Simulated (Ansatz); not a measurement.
**A computed series for hypothetical P6_3mc GeSe: pressure series**

Start from GeSe (space group P6_3mc, No. 186; a hypothetical phase, not in the database extracts checked).

```yaml
crystal:
  lattice:
    - [4.71033, 0.00000, 0.00000]
    - [-2.35516, 4.07926, 0.00000]
    - [0.00000, 0.00000, 5.68483]
  atoms:
    - { symbol: Ge, position: [0.66667, 0.33333, 0.04159] }
    - { symbol: Ge, position: [0.33333, 0.66667, 0.54159] }
    - { symbol: Se, position: [0.66667, 0.33333, 0.58361] }
    - { symbol: Se, position: [0.33333, 0.66667, 0.08361] }
```

Cell and atoms are relaxed at each pressure.

Calculations: Kohn–Sham DFT with the PBEsol functional, run in Ansatz (a quantum-chemistry and plane-wave program) with PAW and 420 eV plane waves, no spin-orbit coupling, earlier PAW set.

Two rows of this table had their results exchanged by mistake.

| pressure | volume per atom (Å³) | shortest distance (Å) | band gap |
|---|---|---|---|
| pressure −2 GPa | 28.99 | 2.591 | 0.86 eV |
| pressure −1 GPa | 28.07 | 2.597 | 0.70 eV |
| pressure 0.9 GPa | 26.71 | 2.611 | 0.41 eV |
| pressure 2.1 GPa | 26.02 | 2.621 | 0.25 eV |
| pressure 4.5 GPa | 24.86 | 2.645 | zero |
| pressure 9 GPa | 20.14 | 2.462 | zero |
| pressure 15 GPa | 21.71 | 2.526 | zero |
| pressure 22.5 GPa | 23.29 | 2.588 | zero |
| pressure 30 GPa | 18.93 | 2.414 | zero |

Question: Which two?

Answer: The rows for pressure 9 GPa and pressure 22.5 GPa: the volume has to fall steadily with pressure, so 23.29 Å³ belongs to pressure 9 GPa and 20.14 Å³ to pressure 22.5 GPa.

A case with no gap was solved on a k-mesh chosen for an insulator, which is coarse for it. Load acts through the strain it causes; cell and atoms are relaxed under it. No phonon test of stability was made. No other phases were tried under pressure. The final runs are not spin-polarised. Along this pressure series the structure jumps between pressure 4.5 GPa and pressure 9 GPa; cells beyond that are another form of it. A zero or small gap of GeSe under pressure 2.1 GPa, GeSe under pressure 4.5 GPa and GeSe under pressure 9 GPa can be the functional's error rather than a property of the material.
